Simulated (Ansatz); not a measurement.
# Point defects in BaTiO3

The parent structure is a 20-atom supercell of BaTiO3 (space group P4mm, No. 99; a = 3.9851 Å, c = 4.2043 Å) at its relaxed geometry.

One neutral defect a cell, atoms relaxed at fixed cell.

All numbers come from PBE, PAW, 420 eV (Ansatz, a first-principles code; scalar-relativistic without spin-orbit coupling), earlier PAW set.

```json
[
 {"case": "perfect supercell", "total moment of the cell": "–", "pressure": "0.0 GPa", "gap of the supercell": "1.85 eV", "largest displacement of a host atom from its site in the perfect cell": "–"},
 {"case": "Ti vacancy, symmetric start", "total moment of the cell": "4.0 μB", "pressure": "3.3 GPa", "gap of the supercell": "zero", "largest displacement of a host atom from its site in the perfect cell": "0.35 Å"},
 {"case": "Ba on a Ti site (antisite)", "total moment of the cell": "0.0 μB", "pressure": "14.5 GPa", "gap of the supercell": "2.81 eV", "largest displacement of a host atom from its site in the perfect cell": "1.62 Å"},
 {"case": "Sc on a Ti site, symmetric start", "total moment of the cell": "0.0 μB", "pressure": "3.4 GPa", "gap of the supercell": "zero", "largest displacement of a host atom from its site in the perfect cell": "0.18 Å"},
 {"case": "Ba vacancy", "total moment of the cell": "2.0 μB", "pressure": "-1.6 GPa", "gap of the supercell": "zero", "largest displacement of a host atom from its site in the perfect cell": "0.06 Å"},
 {"case": "Y on a Ba site, symmetric start", "total moment of the cell": "0.1 μB", "pressure": "-2.2 GPa", "gap of the supercell": "zero", "largest displacement of a host atom from its site in the perfect cell": "0.36 Å"}
]
```

The magnetic state is the one reached from the starting moments; the real material's order can differ, and small cells can't hold many antiferromagnetic ones. In so small a cell the defect repeats every few ångströms: this is an ordered compound, not a dilute defect. The mesh was chosen for an insulator and is coarse for the gapless case. Defects with a symmetric start kept the site's symmetry and may sit on a saddle; the others started slightly shaken. Starting moments died away, wholly or in part, for Ba on a Ti site (antisite), Sc on a Ti site and Y on a Ba site; another magnetic solution may exist. No Hubbard U is applied, and correlation can decide whether such a compound is a metal. Spin-polarised in the final run: Ti vacancy, Ba on a Ti site (antisite), Sc on a Ti site, Ba vacancy and Y on a Ba site; the other runs are not.
